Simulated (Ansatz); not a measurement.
What isotropic strain +1.90 % does to SiO2

The reference is SiO$_{2}$ in the rutile structure (space group P4_2/mnm, No. 136; a = 4.185 Å, c = 2.669 Å).

Modification: an isotropic linear strain of +1.90 %, atoms relaxed at fixed cell.

Level of theory: r2SCAN, PAW, 500 eV (Ansatz, a first-principles code; no spin-orbit coupling). k-mesh 8×8×12 (Γ-centred); smearing 0.05 eV (Fermi–Dirac).

* **Volume per atom**: 8.24 Å³ (base 7.79 Å³)
* **Space group**: P4_2/mnm (No. 136) (base P4_2/mnm (No. 136))
* **Shortest interatomic distance**: 1.785 Å (base 1.760 Å)
* **Energy relative to the base (free energy F)**: +24 meV/atom
* **Pressure (mean of the normal stresses, compression positive)**: -15.82 GPa (base 0.00 GPa)
* **Band gap**: 5.58 eV (base 6.51 eV)
* **Gap character**: direct at Γ (base direct at Γ)
* **Mean gap deformation potential ΔEg/Δln V**: -16.6 eV
* **Width of the top valence band**: 2.52 eV (base 2.71 eV)
* **Electron mass**: 0.34 mₑ along c, 0.43 mₑ across (at Γ) (base 0.38 mₑ along c, 0.48 mₑ across (at Γ))
* **Hole mass**: 1.9 mₑ along c, 1.1 mₑ across (at Γ) (base 1.7 mₑ along c, 1.1 mₑ across (at Γ))
* **Valence-band top at Γ (three highest levels, from the VBM)**: 0.00, -0.81, -0.81 eV (base 0.00, -0.88, -0.88 eV)
* **Largest internal atomic displacement**: 0.013 Å

Effective masses come from finite differences of ±0.01 Å⁻¹. Stability against distortions was not tested.
